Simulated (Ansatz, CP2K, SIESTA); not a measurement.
## One structure in several programs: CaSnF4 (P4/mmm, 6 atoms in the cell)

Band-structure calculation.

```yaml
crystal:
  lattice:
    - [4.00455, 0.00000, 0.00000]
    - [0.00000, 4.00455, 0.00000]
    - [0.00000, 0.00000, 5.78047]
  atoms:
    - { symbol: Ca, position: [0.00000, 0.00000, 0.50000] }
    - { symbol: Sn, position: [0.50000, 0.50000, 0.00000] }
    - { symbol: F, position: [0.50000, 0.00000, 0.26574] }
    - { symbol: F, position: [0.50000, 0.00000, 0.73426] }
    - { symbol: F, position: [0.00000, 0.50000, 0.26574] }
    - { symbol: F, position: [0.00000, 0.50000, 0.73426] }
```

Shared settings, as Ansatz (a first-principles code) writes them: kpoints.mp_grid.grid = 8 8 5; scf.occupations.method = fermi_dirac; scf.occupations.width = 0.01 eV. Potentials and cutoffs stand in the table.

```json
[
 {"code": "SIESTA", "model": "LDA PW92, numerical atomic orbitals DZP, PseudoDojo LDA standard norm-conserving potentials (rewritten from UPF to PSML)", "gap along the path (eV)": "3.24", "smallest direct gap (eV)": "3.96", "cutoff": "grid 350 Ry"},
 {"code": "CP2K", "model": "LDA (Pade form), GPW, DZVP-MOLOPT-SR-GTH basis, GTH-PADE potentials (GTH_POTENTIALS)", "gap along the path (eV)": "3.39", "smallest direct gap (eV)": "3.86", "cutoff": "grid 550 Ry"},
 {"code": "Ansatz", "model": "LDA (PW92), PAW files made with PBE", "gap along the path (eV)": "3.38", "smallest direct gap (eV)": "3.84", "cutoff": "420 eV"}
]
```

The spread over the programs that give each value: gap along the path within 0.15 eV; smallest direct gap within 0.12 eV.

SIESTA and CP2K use small atom-centred bases, whose incompleteness enters pressures, forces and empty levels differently from a plane-wave cutoff.

The starting cell comes from a database of computed structures (which also holds hypothetical and non-ambient phases and stackings), without a prior relaxation at this level.

Left out of this page: Quantum ESPRESSO (not drawn, or without a comparable value).

Keys are those of Ansatz 0.2.
